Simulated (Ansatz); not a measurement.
Input and output of a self-consistent single point for TiZn3 (P4mm, 4 atoms in the cell) (Ansatz, a quantum-chemistry and plane-wave program).

Method of the run: LDA (PW92), default PAW files made with PBE (plane waves; Ansatz).

```yaml
crystal:
  lattice:
    - [3.86919, 0.00000, 0.00000]
    - [0.00000, 3.86919, 0.00000]
    - [0.00000, 0.00000, 3.86919]
  atoms:
    - { symbol: Ti, position: [0.00000, 0.00000, 0.01292] }
    - { symbol: Zn, position: [0.00000, 0.50000, 0.50000] }
    - { symbol: Zn, position: [0.50000, 0.00000, 0.50000] }
    - { symbol: Zn, position: [0.50000, 0.50000, 0.00000] }
```

Reference input (self-consistent single point, DFT, LDA (PW92), plane waves, default PAW files made with PBE): basis.ecutwfc = 420 eV; kpoints.mp_grid.grid = 7 7 7; hamiltonian.xc = lda; hamiltonian.pseudopotentials = {kind: paw} (the program's default PAW files); scf.occupations.method = fermi_dirac; scf.occupations.width = 0.1 eV. This run's input differs from it in these lines:

Ansatz 0.2 input:
```diff
@@ -12,3 +12,3 @@
 basis:
-  ecutwfc: 420.0 eV
+  ecutwfc: 840.0 eV
 kpoints:
```

Log, with long lists cut:

```
SCF iter   1: F=—  HF=-12190.009286 eV  |F-HF|=—  |Δ(HF+E_count)|=         —  Δρ=1.22e-2  dr2=1.21e-1  ethr=1.77e-3  ⟨swp⟩=6.1  Hψ=5903  notcnv=0
all-band conjugate gradients solve this SCF's bands
preconditioner: auto → Kerker (q_TF=auto, 2.644 Å⁻¹)
SCF iter   2: F=—  HF=-12189.994888 eV  |F-HF|=—  |Δ(HF+E_count)|=   1.44e-2  Δρ=5.60e-3  dr2=3.30e-2  ethr=2.51e-4  ⟨swp⟩=2.0  Hψ=1649  notcnv=0
   [... lines left out ...]
SCF iter   6: F=—  HF=-12189.989575 eV  |F-HF|=—  |Δ(HF+E_count)|=   9.54e-6  Δρ=8.12e-5  dr2=3.36e-6  ethr=6.00e-8  ⟨swp⟩=2.0  Hψ=1963  notcnv=0
SCF iter   7: F=—  HF=-12189.989574 eV  |F-HF|=—  |Δ(HF+E_count)|=   7.58e-7  Δρ=2.62e-5  dr2=3.01e-7  ethr=7.00e-9  ⟨swp⟩=2.0  Hψ=1969  notcnv=0
SCF iter   8: F=—  HF=-12189.989574 eV  |F-HF|=—  |Δ(HF+E_count)|=   1.87e-9  Δρ=2.08e-5  dr2=1.43e-7  ethr=2.08e-10  ⟨swp⟩=7.3  Hψ=5874  notcnv=0
SCF iter   9: F=-12189.989574 eV  HF=-12189.989574 eV  |F-HF|=1.84e-8  |Δ(HF+E_count)|=   9.33e-8  Δρ=3.72e-6  dr2=1.11e-8  ethr=2.08e-10  ⟨swp⟩=6.0  Hψ=5433  notcnv=0
SCF 1 converged in 9 iterations: F = -12189.989574 eV  dr2 = 1.11e-8
Free energy (F): -12189.989574 eV
Internal energy: -12189.891017 eV  (E = F + TS)
E sigma→0 (E₀):  -12189.940295 eV
Entropy (-TS):   -0.098557 eV (-24.639 meV/atom)
Fermi energy:    12.072108 eV
--- Forces (eV/Å), atoms counted from 1 ---
  atom   1  Ti     0.00000000     0.00000000    -0.40789938
  atom   2  Zn    -0.00000000     0.00000000     0.18192777
  atom   3  Zn    -0.00000000     0.00000000     0.18192777
  atom   4  Zn    -0.00000000     0.00000000     0.04404292
--- Stress (GPa, compression-positive) ---
       -5.415421       0.000000      -0.000000
        0.000000      -5.415421       0.000000
       -0.000000       0.000000      -5.480958
  P = ⅓ Tr σ = -5.4373 GPa (-54.373 kbar)
  The stress holds the Pulay correction. Without it, at fixed plane waves, as pw.x and ABINIT print it: P = -5.4409 GPa
```

The run converged in 9 iterations. Against the reference run the free energy drops by 1.6 meV/atom, the pressure hardly changes (-5.43 to -5.44 GPa) and the largest force stays at 0.408 eV/Å.

The starting cell comes from a database of computed structures (which also holds hypothetical and non-ambient phases and stackings), without a prior relaxation at this level. Its lattice was rescaled by up to half a per cent. One atom was moved a little off its site on purpose. Spin polarisation is off. Ansatz's pressure includes its estimate of the finite-basis (Pulay) stress.
